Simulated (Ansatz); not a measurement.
The reference is ZnS in the wurtzite structure (space group P6_3mc, No. 186).

```
CELL_PARAMETERS angstrom
      3.84528     0.00000     0.00000
     -1.92264     3.33011     0.00000
      0.00000     0.00000     6.30521
ATOMIC_POSITIONS crystal
  Zn 0.33333 0.66667 0.00023
  Zn 0.66667 0.33333 0.50023
  S  0.33333 0.66667 0.37477
  S  0.66667 0.33333 0.87477
```

Cartesian axes are those of the cell as printed.

All numbers come from PBE (Ansatz, a first-principles code; PAW; 420 eV plane waves; spin-orbit coupling left out).

Base values:

The electron mass is 0.16 mₑ along c, 0.18 mₑ across (at Γ) and the valence-band top at Γ is 0.00, 0.00, -0.07 eV. The pressure comes out as 0.00 GPa and the band gap is 2.08 eV.

Modification: biaxial strain −3.00 %, plane normal [001], relaxed out of plane (Cartesian); in-plane vectors clamped, the third vector and the atoms free.

Q: How does this affect the electron mass?

A: The electron mass becomes 0.14 mₑ out of plane, 0.20 mₑ in plane (at Γ) (base: 0.16 mₑ along c, 0.18 mₑ across (at Γ)).

Q: How does this affect the valence-band top at Γ?

A: The valence-band top at Γ (three highest levels, from the VBM) changes from 0.00, 0.00, -0.07 eV to 0.00, 0.00, -0.36 eV.

Q: How does this affect the pressure?

A: The pressure (mean of the normal stresses, compression positive) goes from zero to 3.15 GPa.

Q: Predict the new out-of-plane strain.

A: The out-of-plane strain is +1.78 %.

Q: What does the calculation give for the band gap after the change?

A: The band gap stays essentially unchanged (2.08 eV against 2.07 eV).

Effective masses come from finite differences of ±0.01 Å⁻¹. Stability against distortions was not tested.
